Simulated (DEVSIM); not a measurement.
Structure: abrupt Si n-p junction, at 300 K.

Layer 1 from the left is Si, thickness (μm) 0.980, Nd (cm⁻³) 7e15, τn (s) 6e-6, τp (s) 6e-6. Layer 2 from the left is Si, thickness (μm) 1.30, Na (cm⁻³) 1.4e17, τn (s) 6e-6, τp (s) 6e-6.

Left contact: ohmic. Right contact: ohmic. Voltage is applied to the left contact. Recombination: SRH at mid-gap, Auger. Mobility is μmin + (μ − μmin)/(1 + (N/Nref)^α).

Constants are typed, rounded textbook-type inputs, not results; the design itself was drawn at random and stands for no fabricated device. Values at 300 K.

Si: gap (eV) 1.124, affinity (eV) 4.05, permittivity 11.7, Nc (cm⁻³) 2.86e19, Nv (cm⁻³) 3.1e19, μn (cm²/Vs) 1417, μp (cm²/Vs) 470, μn,min 52, μp,min 45, Nref,n 9.7e16, Nref,p 2.2e17, αn 0.68, αp 0.72, Cn (cm⁶/s) 2.8e-31, Cp (cm⁶/s) 9.9e-32.

Question: Estimate by hand the built-in potential, the peak field at zero bias, the capacitance at 0.75 V, and compare with a numerical solution.

Answer: 
- Built-in potential: ni = √(Nc Nv) exp(−Eg/2kT) = 1.08e10 cm⁻³ with Eg = 1.124 eV; Vbi = kT/q ln(Na Nd/ni²) = 0.769 V; numerical 0.769 V.
- Peak field at zero bias: depletion approximation: W = √(2εVbi/(qN)) = 0.386 μm with N = 6.67e15 cm⁻³; field = 2Vbi/W = 39800 V/cm; numerical 39900 V/cm.
- Capacitance at 0.75 V: C = √(qεN / 2(Vbi + |V|)) = 19.1 nF/cm²; numerical 19.4 nF/cm² (estimate below by 1.7 %).

Model (solved in DEVSIM): 1D drift-diffusion, Boltzmann statistics, complete ionisation; no tunnelling, impact ionisation, image-force lowering or self-heating.
